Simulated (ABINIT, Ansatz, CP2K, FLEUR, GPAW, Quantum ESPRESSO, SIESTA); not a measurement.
**Code comparison for SiO2 (P4_2/mnm, 6 atoms in the cell)**

Self-consistent single point.

```xyz
6
Lattice="4.2929 0.0000 0.0000 0.0000 4.2929 0.0000 0.0000 0.0000 2.7315" Properties=species:S:1:pos:R:3 pbc="T T T"
Si     2.1464     2.1464     1.3657
Si     0.0000     0.0000     0.0000
O      2.9756     2.9756     0.0000
O      1.3172     1.3172     0.0000
O      3.4636     0.8292     1.3657
O      0.8292     3.4636     1.3657
```

All programs got the same cell, k-point mesh and kind of occupations (some realise fixed ones as a very narrow smearing) (in Ansatz's words: kpoints.mp_grid.grid = 8 8 12; scf.occupations.method = fixed); potentials, basis and cutoffs are each program's usual ones.

```
code                                                                                                                                model  pressure (GPa)  largest force (eV/Å)  gap on the mesh (eV)  k-points           cutoff
----------------  -----------------------------------------------------------------------------------------------------------------------  --------------  --------------------  --------------------  --------  ---------------
CP2K                                                              PBE, GPW, DZVP-MOLOPT-SR-GTH basis, GTH-PBE potentials (GTH_POTENTIALS)          -11.03                 0.289                 4.239       388      grid 450 Ry
Ansatz                                                                                                             PBE, default PAW files          -12.55                 0.284                 4.323       105           420 eV
GPAW                                                                                         PBE, GPAW PAW datasets PBE (gpaw-data 1.0.1)               –                 0.193                 4.356       105           900 eV
FLEUR                                                                        PBE, all-electron FLAPW (FLEUR), scalar-relativistic valence               –                     –                 4.315       105  Kmax 4.1 1/bohr
Quantum ESPRESSO                                                                           PBE, GBRV 1.5 ultrasoft (PBE) pseudopotentials          -11.28                 0.275                 4.375       105            40 Ry
ABINIT                                                           PBE, norm-conserving pseudopotentials (PseudoDojo nc-sr-05 PBE standard)          -12.41                 0.295                 4.366       105            84 Ry
SIESTA            GGA PBE, numerical atomic orbitals DZP, PseudoDojo PBE standard norm-conserving potentials (rewritten from UPF to PSML)           -9.06                 0.210                 4.221       424      grid 400 Ry
```

A dash marks a value that a program does not give, or that is left out as unsure.

Gaps are read on the mesh.

The spread over the programs that give each value: pressure within 3.49 GPa; largest force within 0.102 eV/Å; gap on the mesh within 0.154 eV.

The starting cell comes from a database of computed structures (which also holds hypothetical and non-ambient phases and stackings), without a prior relaxation at this level. Its lattice was rescaled by a random factor within 2.5 % of one. On Ansatz's run: In the base run, with a pressure of about -12 GPa the cell is away from its equilibrium volume at this level.

Task: Why do the programs differ, and what cannot be compared?

Result: Differences of this kind can come from the potentials, where these differ, and from what each basis and cutoff leave unconverged. The zero of total energies and Fermi levels follows the potentials and each program's conventions, so they are not compared here. CP2K and SIESTA use small atom-centred bases, whose incompleteness enters pressures, forces and empty levels differently from a plane-wave cutoff. FLEUR treats all electrons, but the usual bases taken here (sphere radii, linearisation, local orbitals, empty states) were not tested for convergence, so the values are no reference for the others. Ansatz's pressure is given at a fixed set of plane waves, as the other plane-wave codes print theirs; with its correction for the finite basis it is -11.55 GPa (the shift of 1.00 GPa shows how far the cutoff is from converged). The pressure of GPAW is left out: its cutoff lies under the one at which its stress was checked. The programs reduce the same mesh by symmetry to different extents, which changes the work and not the result. In the pressure, CP2K (by 1.38), Quantum ESPRESSO (by 1.14) and SIESTA (by 3.36) lie more than 1 GPa from the median of the plane-wave programs. In the gap, CP2K (by 0.122) and SIESTA (by 0.140) lie more than 0.12 eV from the median of the plane-wave programs. In the force vectors, GPAW (by 0.087) lies more than 0.08 eV/Å from the median of the plane-wave programs.

Ansatz is a first-principles code.

Keys are those of Ansatz 0.2.
